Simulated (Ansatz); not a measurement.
A periodic model of amorphous In$_{10}$Ga$_{10}$Zn$_{5}$O$_{35}$:

```xyz
60
Lattice="9.0683 0.0000 0.0000 0.0000 9.0683 0.0000 0.0000 0.0000 9.0683" Properties=species:S:1:pos:R:3 pbc="T T T"
In     6.0004     3.6612     4.2673
In     2.1614     8.2795     3.5097
In     0.3469     2.0328     3.9458
In     4.4811     1.9826     8.0766
In     5.0112     0.3814     4.7845
In     6.2428     4.3056     1.2460
In     3.3491     3.7555     5.6860
In     0.1574     5.1739     5.0339
In     3.3584     8.5668     0.2832
In     7.9446     2.2576     7.7743
Ga     1.4886     1.0658     6.7282
Ga     6.7522     0.5542     1.5705
Ga     8.1770     8.1906     5.9575
Ga     0.7082     4.8132     1.9041
Ga     0.9329     1.4268     0.9601
Ga     3.6550     2.4489     2.4196
Ga     3.9998     5.3424     8.6054
Ga     3.6774     5.6777     2.7506
Ga     2.6357     7.1876     6.3150
Ga     0.0705     7.2894     0.1075
Zn     5.6805     6.6720     5.0662
Zn     7.2202     6.9876     2.7720
Zn     6.3868     7.7634     8.2847
Zn     1.2152     4.3091     7.8907
Zn     6.7596     4.9861     7.2926
O      1.0855     5.6723     0.2685
O      1.2663     8.3289     5.6818
O      8.0478     1.6550     0.7979
O      1.9216     5.4230     6.1565
O      0.9657     2.2565     8.2151
O      1.2362     8.7375     0.1202
O      1.5586     5.7944     3.2979
O      3.9758     4.5802     1.2220
O      8.4801     4.2417     6.9646
O      6.1796     3.1954     8.4095
O      7.6018     7.8649     1.0521
O      1.6613     2.4978     5.4961
O      5.8171     5.8801     8.7449
O      7.9717     5.1988     1.9113
O      3.7754     7.4883     4.8615
O      7.9724     6.8074     4.6655
O      3.1179     1.6070     0.8304
O      8.2294     7.1890     7.5467
O      0.6041     0.3956     2.7453
O      3.3796     1.0039     3.6065
O      3.3792     7.3949     2.0268
O      3.4062     6.9488     7.9689
O      5.3855     4.9472     5.8918
O      6.4592     8.9538     3.2727
O      3.6870     3.9349     3.6698
O      3.3148     3.8121     7.7829
O      5.1068     2.2574     5.7652
O      5.4604     0.2467     0.0951
O      5.6022     5.7366     3.1954
O      8.5470     0.9792     6.1841
O      1.2405     3.0231     2.1495
O      6.2018     8.2747     6.1822
O      8.0895     3.5713     4.2282
O      5.6613     2.5462     2.3834
O      3.2250     0.5121     7.2078
```

Method: PBE, scalar-relativistic without spin-orbit coupling (plane waves to 420 eV, PAW; Ansatz, a quantum-chemistry and plane-wave program).

It comes from a melt-quench run on a machine-learned potential (CHGNet), relaxed afterwards by DFT. O atoms were pushed apart under 1.9 Å during the dynamics, to hinder bonds among them. The hot cell started wider than the set density and was brought back towards it in steps. It is the lowest in DFT energy of 2 quenches. It is a model cell: composition and starting density were chosen by hand, and all elements were melted together. No dispersion term was used. Its density started from a set value of 6.08 and ended at 6.08 g/cm³. The quench (nominally 170 K/ps over its main leg) was far faster than any real one, so the model tends to hold more defects than a real film. Values belong to this one cell and scatter from quench to quench. The volume was held where the preparation left it, at a PBE pressure of 1.5 GPa. Stress components on the final sampling reach 2.9 GPa.

Neighbours within In-In 3.12 Å, In-Ga 2.90 Å, In-Zn 2.90 Å, In-O 2.76 Å, Ga-Ga 2.68 Å, Ga-Zn 2.68 Å, Ga-O 2.32 Å, Zn-Zn 2.68 Å, Zn-O 2.26 Å, O-O 1.58 Å count as bonded. Two cations that share two anions don't count as bonded, nor two that share one unless they lie closer than In-In 3.04 Å, In-Ga 2.82 Å, In-Zn 2.82 Å, Ga-Ga 2.61 Å, Ga-Zn 2.61 Å, Zn-Zn 2.61 Å.

**Question.** Give the coordination numbers, mean bond lengths and angles.

**Answer.** 
```
Quantity                                                          Result
---------------------------------  -------------------------------------
Mean coordination of In by anions              5.60 (4 with 5, 6 with 6)
Mean coordination of Ga by anions    4.50 (6 with 4, 3 with 5, 1 with 6)
Mean coordination of Zn by anions              4.60 (2 with 4, 3 with 5)
Mean coordination of O             3.54 (17 with 3, 17 with 4, 1 with 5)
Mean In-O bond                      2.212 Å (spread 0.128 Å, 56 counted)
Mean Ga-O bond                      1.943 Å (spread 0.094 Å, 45 counted)
Mean Zn-O bond                      2.063 Å (spread 0.087 Å, 23 counted)
Bond angle at In                               mean 104.2°, spread 28.8°
Bond angle at Ga                               mean 107.4°, spread 23.8°
Bond angle at Zn                               mean 105.9°, spread 23.4°
Bond angle at O                                mean 110.2°, spread 16.8°
```

**Question.** List the pairs of like atoms that count as bonded by the rules above.

**Answer.** There are none by these rules.
